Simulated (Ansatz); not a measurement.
A (7,7) blue phosphorus nanotube has 28 atoms in a period of 3.287 Å, a mean diameter of 12.77 Å, and lies 43 meV/atom over the flat sheet relaxed at the same level.

All values below come from PBE (plane waves to 420 eV, PAW; Ansatz, a quantum-chemistry and plane-wave program). Mesh 1×1×10. No spin polarisation. Periodic along z alone, with about 11 Å of vacuum beside it. A hypothetical model, rolled from the flat sheet. Only distortions within the start's symmetry and period were free.

Task: Which bending rigidity of the sheet does this imply in the thin-plate picture?

Result: A plate bent to radius R stores D/(2R²) an area. The area an atom is π × 12.77 × 3.287/28 = 4.71 Å², so the stored energy is 0.043/4.71 = 0.0091 eV/Å². With R = 6.385 Å, D = 2R² × 0.0091 = 0.74 eV.
